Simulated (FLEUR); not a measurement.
Input and output of a self-consistent single point for YAlSi (Cmcm, 6 atoms in the cell) (FLEUR).

Method: PBEsol, all-electron FLAPW (FLEUR), scalar-relativistic valence.

The change in words: lattice scaled by 0.98. Reference geometry:
```
YAlSi
1.0
    1.99012    -5.16931     0.00000
    1.99012     5.16931     0.00000
    0.00000     0.00000     5.70503
Y Al Si
2 2 2
Direct
  0.30520   0.69480   0.25000
  0.69480   0.30520   0.75000
  0.00000   0.00000   0.50000
  0.00000   0.00000   0.00000
  0.40169   0.59831   0.75000
  0.59831   0.40169   0.25000
```

Reference input (self-consistent single point, DFT, PBEsol, all-electron FLAPW (FLEUR), scalar-relativistic valence): Kmax = 4.3 1/bohr; GmaxXC = 15 1/bohr; xcFunctional = PBEs; jspins = 1; l_soc = F; mode = hist; fermiSmearingEnergy = 0.00367493 Htr; mesh (inpgen div1-3) = 6 6 4; inpgen gamma flag = true; Gmax = 15 1/bohr; numbands = 0; maxIterBroyd = 25. This run's input differs from it in these lines:

```diff
@@ -3,5 +3,5 @@
 &input film=f /
-3.7607912038 -9.7685801533 0.0000000000
-3.7607912038 9.7685801533 0.0000000000
-0.0000000000 0.0000000000 10.7809442328
+3.6855744348 -9.5732089282 0.0000000000
+3.6855744348 9.5732089282 0.0000000000
+0.0000000000 0.0000000000 10.5653245922
 1.0
@@ -48,5 +48,5 @@
          <bravaisMatrix>
-            <row-1>    3.7607912038000002    -9.7685801533000003     0.0000000000000000</row-1>
-            <row-2>    3.7607912038000002     9.7685801533000003     0.0000000000000000</row-2>
-            <row-3>    0.0000000000000000     0.0000000000000000    10.7809442327999996</row-3>
+            <row-1>    3.6855744347999999    -9.5732089281999997     0.0000000000000000</row-1>
+            <row-2>    3.6855744347999999     9.5732089281999997     0.0000000000000000</row-2>
+            <row-3>    0.0000000000000000     0.0000000000000000    10.5653245921999996</row-3>
          </bravaisMatrix>
```

Log, with long lists cut:

```
 Iteration:     1   Distance:       4.80629847 me/bohr^3
 Iteration:     2   Distance:       4.38584101 me/bohr^3
 Iteration:     3   Distance:       2.28638603 me/bohr^3
 Iteration:     4   Distance:       1.04444708 me/bohr^3
 Iteration:     5   Distance:       0.74595184 me/bohr^3
   [... 7 lines left out ...]
 Iteration:    13   Distance:       0.00033503 me/bohr^3
 Iteration:    14   Distance:       0.00004583 me/bohr^3
 Iteration:    15   Distance:       0.00002413 me/bohr^3
 Iteration:    16   Distance:       0.00000797 me/bohr^3
 Reset of history
 Run finished successfully
 Stop message:
   Structural relaxation: new displacements generated

[file out, last iteration]
             iter=     17
[...]
          total density-effective poten   -1.2606507780E+04
          total charge density-energy d   -2.9265567151E+02
 Updated energy parameters for spin:           1
[...]
 fermi energy and band-weighting factors:

[...]
FERMIE:
          first approx. to ef    (T=0)  :   0.349806 htr   (energy of the highest occ. eigenvalue)
          number of occ. states  (T=0)  :        702
          first approx. to seigv (T=0)  :  -6.162028 htr
          sum of weights of occ. states :  18.020833
          sum of semicore charge        :   0.000000 e
FERHIS:  Fermi-Energy by histogram:
          bandgap                     :   0.001673 htr
   [... lines left out ...]
          charge neutrality (T=0)     :   0.041667    (zero if the highest occ. eigenvalue is "entirely" occupied)
     EF_NEWTON:  Adjust Fermi-Energy by Newton-Method.
 Direct bandgap for spin            1 :    2.2489296061801722E-002  Htr
 ---->    free energy=                     -7831.3566828316 htr
   [... lines left out ...]
 TOTAL FORCE FOR ATOM TYPE=  1  X=  0.000   Y= -5.843   Z=  2.641
                       FX_TOT= 0.000000 FY_TOT= 0.001907 FZ_TOT= 0.000000
 TOTAL FORCE FOR ATOM TYPE=  2  X=  0.000   Y=  0.000   Z=  5.283
                       FX_TOT= 0.000000 FY_TOT= 0.000000 FZ_TOT= 0.000000
 TOTAL FORCE FOR ATOM TYPE=  3  X=  0.000   Y= -7.691   Z= -2.641
                       FX_TOT= 0.000000 FY_TOT= 0.002575 FZ_TOT= 0.000000
```

The run converged in 16 iterations. FLEUR gives forces in its relaxation mode, with a further iteration, so its stop message speaks of a relaxation. Against the reference run the free energy goes up by 7.2 meV/atom and the largest force goes from 0.103 to 0.132 eV/Å.

The starting cell comes from a database of computed structures (which also holds hypothetical and non-ambient phases and stackings), without a prior relaxation at this level. For this run, on top of that: lattice scaled by 0.98. Values depend on the basis (sphere radii, cutoffs, local orbitals), which need not be converged. The log's line on a gap gives a spacing of levels on this mesh, which the program prints for metals too.

Cost on one core of a shared machine: roughly 10 min.
